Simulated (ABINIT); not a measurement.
Input and output of a self-consistent single point for KPb3 (Pm-3m, 4 atoms in the cell) (ABINIT).

Method of the run: LDA (PW92), norm-conserving pseudopotentials (PseudoDojo nc-sr-04 LDA standard) (plane waves; ABINIT).

The change in words: lattice scaled by 0.98. Reference geometry:
```xyz
4
Lattice="5.1014 0.0000 0.0000 0.0000 5.1014 0.0000 0.0000 0.0000 5.1014" Properties=species:S:1:pos:R:3 pbc="T T T"
K      0.0000     0.0000     0.0000
Pb     0.0000     2.5507     2.5507
Pb     2.5507     0.0000     2.5507
Pb     2.5507     2.5507     0.0000
```

Reference input (self-consistent single point, DFT, LDA (PW92), plane waves, norm-conserving pseudopotentials (PseudoDojo nc-sr-04 LDA standard)): pseudos = [K.upf, Pb.upf]; ecut = 980 eV; ixc = 7; occopt = 3; tsmear = 0.1 eV; ngkpt = 9 9 9; nshiftk = 1; shiftk = 0 0 0; potentials = PseudoDojo nc-sr-04 LDA standard; nband = 34; kptopt = 1; nstep = 60. This run's input differs from it in these lines:

```diff
@@ -3,3 +3,3 @@
 pseudos "K.upf, Pb.upf"
-acell 9.6401921604 9.6401921604 9.6401921604
+acell 9.4473890731 9.4473890731 9.4473890731
 rprim
@@ -14,5 +14,5 @@
          0.0000000000    0.0000000000    0.0000000000
-         0.0000000000    4.8200960802    4.8200960802
-         4.8200960802    0.0000000000    4.8200960802
-         4.8200960802    4.8200960802    0.0000000000
+         0.0000000000    4.7236945365    4.7236945365
+         4.7236945365    0.0000000000    4.7236945365
+         4.7236945365    4.7236945365    0.0000000000
 ecut 980 eV
```

The program printed (abridged):

```
--- !BeginCycle
solver: {iscf: 7, nstep: 60, nline: 4, wfoptalg: 0, }
tolerances: {toldfe: 1.00E-09, }
...

     iter   Etot(hartree)      deltaE(h)  residm     vres2
 ETOT  1  -240.41916936877    -2.404E+02 3.253E-01 3.623E+00
 ETOT  2  -240.71939174671    -3.002E-01 1.568E-02 5.947E+00
 ETOT  3  -240.71961066022    -2.189E-04 5.310E-03 4.953E+00
 ETOT  4  -240.72057158770    -9.609E-04 1.864E-03 4.684E-02
 ETOT  5  -240.72057284679    -1.259E-06 1.405E-03 1.401E-02
 ETOT  6  -240.72057455365    -1.707E-06 1.337E-03 5.308E-04
 ETOT  7  -240.72057461053    -5.688E-08 1.651E-03 7.484E-06
 ETOT  8  -240.72057461206    -1.530E-09 1.864E-03 1.013E-07
 ETOT  9  -240.72057461208    -2.331E-11 1.369E-03 2.302E-08
 ETOT 10  -240.72057461207     1.211E-11 7.788E-04 2.392E-11
 At SCF step   10, etot is converged :
  for the second time, diff in etot=  1.211E-11 < toldfe=  1.000E-09

 Cartesian components of stress tensor (hartree/bohr^3)
  sigma(1 1)=  6.91051162E-05  sigma(3 2)=  0.00000000E+00
  sigma(2 2)=  6.91051162E-05  sigma(3 1)=  0.00000000E+00
  sigma(3 3)=  6.91051162E-05  sigma(2 1)=  0.00000000E+00

 ----iterations are completed or convergence reached----

 reduced coordinates (array xred) for    4 atoms
       0.000000000000      0.000000000000      0.000000000000
       0.000000000000      0.500000000000      0.500000000000
       0.500000000000      0.000000000000      0.500000000000
       0.500000000000      0.500000000000      0.000000000000
 cartesian forces (eV/Angstrom) at end:
    1     -0.00000000000000    -0.00000000000000    -0.00000000000000
   [... lines left out ...]
 Fermi (or HOMO) energy (hartree) =   0.16765   Average Vxc (hartree)=  -0.37344
 Fermi (or HOMO) energy (eV) =   4.56191   Average Vxc (eV)= -10.16173
   [... lines left out ...]
total_energy        : -2.40720574612073E+02
total_energy_eV     : -6.55033995876888E+03
band_energy         : -1.72129527447049E+01
...

-Cartesian components of stress tensor (GPa)         [Pressure= -2.0331E+00 GPa]
- sigma(1 1)=  2.03314237E+00  sigma(3 2)=  0.00000000E+00
- sigma(2 2)=  2.03314237E+00  sigma(3 1)=  0.00000000E+00
- sigma(3 3)=  2.03314237E+00  sigma(2 1)=  0.00000000E+00

 Calculation completed.
```

The run converged in 10 iterations. Against the reference run the free energy goes down by 34.0 meV/atom and the pressure goes from -3.46 to -2.03 GPa.

The starting cell comes from a database of computed structures (which also holds hypothetical and non-ambient phases and stackings), without a prior relaxation at this level. For this run, on top of that: lattice scaled by 0.98.

Cost on one core of a shared machine: roughly 8 min.
